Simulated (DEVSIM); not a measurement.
System: CdS/CdTe n-p heterojunction, at 300 K.

Layer 1 from the left is CdS, thickness (μm) 0.0720, Nd (cm⁻³) 6.3e16, τn (s) 4.3e-8, τp (s) 4.3e-8. Layer 2 from the left is CdTe, thickness (μm) 0.250, Na (cm⁻³) 5.4e17, τn (s) 4.3e-7, τp (s) 4.3e-8.

Left contact: ohmic. Right contact: ohmic. Voltage is applied to the left contact. Recombination: SRH at mid-gap, Auger. Mobility is μmin + (μ − μmin)/(1 + (N/Nref)^α).

The device is made up for the run: typed textbook-type constants, with dimensions and the other settings drawn at random. Values at 300 K.

CdS: gap (eV) 2.4, affinity (eV) 4.3, permittivity 9, Nc (cm⁻³) 2.2e18, Nv (cm⁻³) 1.8e19, μn (cm²/Vs) 300, μp (cm²/Vs) 25, μn,min 30, μp,min 3, Nref,n 1e17, Nref,p 1e17, αn 0.6, αp 0.6, Cn (cm⁶/s) 1e-30, Cp (cm⁶/s) 1e-30. CdTe: gap (eV) 1.5, affinity (eV) 4.28, permittivity 10.2, Nc (cm⁻³) 8e17, Nv (cm⁻³) 1.8e19, μn (cm²/Vs) 1000, μp (cm²/Vs) 80, μn,min 100, μp,min 10, Nref,n 1e17, Nref,p 1e17, αn 0.6, αp 0.6, Cn (cm⁶/s) 1e-30, Cp (cm⁶/s) 1e-30.

DEVSIM, 1D drift-diffusion, Boltzmann statistics, complete ionisation; no tunnelling, impact ionisation, image-force lowering or self-heating. Band offsets follow the typed affinities; no thermionic-emission limit at abrupt steps, no polarisation charge.

Task: What does the simulation give for the largest field in the device at zero bias, the dark forward voltage at 100 A/cm², the potential step across the device at zero bias, the dark forward voltage at 1 A/cm²?

Result: largest field in the device at zero bias 200000 V/cm; dark forward voltage at 100 A/cm² 1.252 V; potential step across the device at zero bias 1.297 V; dark forward voltage at 1 A/cm² 1.132 V.
